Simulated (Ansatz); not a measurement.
Base system: ScCuO₂ (space group P6_3/mmc, No. 194; a = 3.203 Å, c = 11.284 Å). Axes: x lies along a and z along c of the hexagonal cell.

Perturbation: biaxial strain +3.00 %, plane normal [001], relaxed out of plane (Cartesian); in-plane vectors clamped, the third vector and the atoms free.

Method: Ansatz (a quantum-chemistry and plane-wave program) PBEsol, without spin-orbit coupling.

Base, band edges from the VBM (valence, conduction): K -0.04, 2.92; H -0.02, 3.17; M 0.00, 2.33; L -0.04, 2.60; A -0.50, 3.29; Γ -0.20, 2.62 eV.

Task: Give the band edges at the high-symmetry points of the new zone, measured from its valence-band maximum.

Result: 
```csv
point,valence edge (eV),conduction edge (eV)
Γ,-0.10,2.79
M,-0.01,2.36
K,-0.03,2.65
A,-0.41,3.39
L,-0.03,2.64
H,0.00,2.94
```

The gap is 2.36 eV, indirect, H → M.

Stability against distortions was not tested. No Hubbard U is applied. The final runs are not spin-polarised.
